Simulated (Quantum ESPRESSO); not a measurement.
Worked example: self-consistent single point of RbRuF6 (R-3m, 8 atoms in the cell) in Quantum ESPRESSO.

Method: LDA (PZ), GBRV 1.5 ultrasoft (LDA) pseudopotentials (plane waves; Quantum ESPRESSO).

The change in words: lattice scaled by 0.98. Reference geometry:
```xyz
8
Lattice="3.7883 2.1872 2.4818 -3.7883 2.1872 2.4818 0.0000 -4.3743 2.4818" Properties=species:S:1:pos:R:3 pbc="T T T"
Rb     0.0000     0.0000     3.7228
Ru     0.0000     0.0000     0.0000
F      0.0000    -2.8821     3.5705
F      0.0000     2.8821     3.8750
F      2.4960     1.4411     3.5705
F     -2.4960    -1.4411     3.8750
F     -2.4960     1.4411     3.5705
F      2.4960    -1.4411     3.8750
```
Moments meant for the start (each program seeds them in its own way; μB, in the order of the atoms Rb Ru F F F F F F): 0.0 2.0 0.0 0.0 0.0 0.0 0.0 0.0.

Reference input (self-consistent single point, DFT, LDA (PZ), plane waves, GBRV 1.5 ultrasoft (LDA) pseudopotentials): ecutwfc = 40 Ry; ecutrho = 320 Ry; occupations = smearing; smearing = fd; degauss = 0.0036749 Ry; nspin = 2; potentials = {Rb: rb_lda_v1.uspp.F.UPF, Ru: ru_lda_v1.2.uspp.F.UPF, F: f_lda_v1.4.uspp.F.UPF}; K_POINTS = automatic 3 3 3 0 0 0; conv_thr = 1e-09 Ry; mixing_beta = 0.4. This run's input differs from it in these lines:

```diff
@@ -30,5 +30,5 @@
 CELL_PARAMETERS angstrom
-   3.78829625     2.18717386     2.48183800
-  -3.78829625     2.18717386     2.48183800
-   0.00000000    -4.37434771     2.48183800
+   3.71253041     2.14343043     2.43220100
+  -3.71253041     2.14343043     2.43220100
+   0.00000000    -4.28686086     2.43220100
 ATOMIC_POSITIONS crystal
```

Output (repeated stretches shortened):

```
     Self-consistent Calculation

     iteration #  1     ecut=    40.00 Ry     beta= 0.40

---- Real-time Memory Report at c_bands before calling an iterative solver
           290 MiB given to the printing process from OS
            87 MiB allocation reported by mallinfo(arena+hblkhd)
------------------

     negative rho (up, down):  6.982E-02 6.673E-02

     total energy              =    -538.74355389 Ry
     estimated scf accuracy    <       1.66302699 Ry

     total magnetization       =     3.00 Bohr mag/cell
     absolute magnetization    =     3.02 Bohr mag/cell

     iteration #  2     ecut=    40.00 Ry     beta= 0.40

   [... lines left out ...]
------------------

     negative rho (up, down):  6.737E-02 7.232E-02

     Magnetic moment per site  (integrated on atomic sphere of radius R)
     atom   1 (R=0.237)  charge=  7.0906  magn=  0.0037
     atom   2 (R=0.151)  charge= 10.3256  magn=  1.4390
     atom   3 (R=0.151)  charge=  6.0908  magn=  0.1383
     atom   4 (R=0.151)  charge=  6.0908  magn=  0.1383
     atom   5 (R=0.151)  charge=  6.0908  magn=  0.1383
     atom   6 (R=0.151)  charge=  6.0908  magn=  0.1383
     atom   7 (R=0.151)  charge=  6.0908  magn=  0.1383
     atom   8 (R=0.151)  charge=  6.0908  magn=  0.1383
     End of self-consistent calculation

     the Fermi energy is     4.1801 ev

!    total energy              =    -539.29908306 Ry
     estimated scf accuracy    <          2.2E-11 Ry
     smearing contrib. (-TS)   =      -0.00000328 Ry
     internal energy E=F+TS    =    -539.29907978 Ry

     total magnetization       =     3.00 Bohr mag/cell
     absolute magnetization    =     3.05 Bohr mag/cell

     convergence has been achieved in  12 iterations

     negative rho (up, down):  6.737E-02 7.232E-02

     Forces acting on atoms (cartesian axes, Ry/au):

     atom    1 type  1   force =     0.00000000    0.00000000    0.00000000
     atom    2 type  2   force =     0.00000000   -0.00000000   -0.00000000
     atom    3 type  3   force =     0.00000000    0.05021814    0.03638786
   [... lines left out ...]
     Total force =     0.151907     Total SCF correction =     0.000007
   [... lines left out ...]

     negative rho (up, down):  6.737E-02 7.232E-02
          total   stress  (Ry/bohr**3)                   (kbar)     P=       70.68
   0.00046966   0.00000000   0.00000000           69.09        0.00        0.00
  -0.00000000   0.00046966   0.00000000           -0.00       69.09        0.00
   0.00000000   0.00000000   0.00050213            0.00        0.00       73.87

   JOB DONE.
```

The run converged in 12 iterations. Against the reference run the free energy goes up by 21.2 meV/atom, the pressure goes from -0.11 to 7.07 GPa, the largest force goes from 0.356 to 1.594 eV/Å, the gap on the mesh goes from 0.997 to 0.970 eV and the size of the net moment stays at 0.38 μB/atom.

The starting cell comes from a database of computed structures (which also holds hypothetical and non-ambient phases and stackings), without a prior relaxation at this level. Its lattice was rescaled by a random factor within 2.5 % of one. For this run, on top of that: lattice scaled by 0.98. With one magnetic atom in the cell only a parallel order is possible. With a pressure of about 7 GPa the cell is away from its equilibrium volume at this level. Forces in this geometry exceed 1 eV/Å.

Cost on one core of a shared machine: roughly 40 s.
